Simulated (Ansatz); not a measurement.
Band structure of Mg₂ZnO₃ (P-3m1, 6 atoms in the cell).

```xyz
6
Lattice="3.0260 0.0000 0.0000 -1.5130 2.6206 0.0000 0.0000 0.0000 7.3863" Properties=species:S:1:pos:R:3 pbc="T T T"
Mg     0.0000     1.7471     4.9178
Mg     1.5130     0.8735     2.4685
Zn     0.0000     0.0000     0.0000
O      0.0000     1.7471     1.2750
O      1.5130     0.8735     6.1113
O      0.0000     0.0000     3.6931
```

Level of theory: PBEsol, PAW files made with PBE (plane waves; Ansatz, a program for electronic structure).

Settings: basis.ecutwfc = 420 eV; kpoints.mp_grid.grid = 10 10 4; hamiltonian.xc = pbesol; hamiltonian.pseudopotentials = {kind: paw} (the program's default PAW files); scf.occupations.method = fixed; kpoints.band_path.npoints = 8.

The starting cell comes from a database of computed structures (which also holds hypothetical and non-ambient phases and stackings), without a prior relaxation at this level. Its lattice was rescaled by a random factor within 2.5 % of one.

### Question
Predict the gap along the standard path and the places of the band edges.

### Answer
The gap along the path is 2.85 eV, from A to Γ; the smallest direct gap on it is 2.94 eV.

Levels in eV from the top of the valence band on the path, bands 22 to 29:
| point | 22 | 23 | 24 | 25 | 26 | 27 | 28 | 29 |
|---|---|---|---|---|---|---|---|---|
| Γ | -0.45 | -0.45 | -0.09 | -0.09 | 2.85 | 6.24 | 6.54 | 11.15 |
| M | -1.67 | -1.17 | -0.74 | -0.37 | 6.40 | 7.33 | 8.49 | 9.55 |
| K | -2.70 | -1.34 | -0.64 | -0.64 | 7.46 | 9.03 | 9.03 | 10.01 |
| A | -0.71 | -0.71 | 0.00 | 0.00 | 3.96 | 5.16 | 6.76 | 11.34 |
| L | -1.77 | -1.35 | -0.29 | -0.25 | 6.59 | 6.63 | 8.93 | 10.17 |
| H | -2.25 | -1.63 | -0.89 | -0.89 | 7.54 | 9.28 | 9.28 | 9.88 |

Keys are those of Ansatz 0.2.
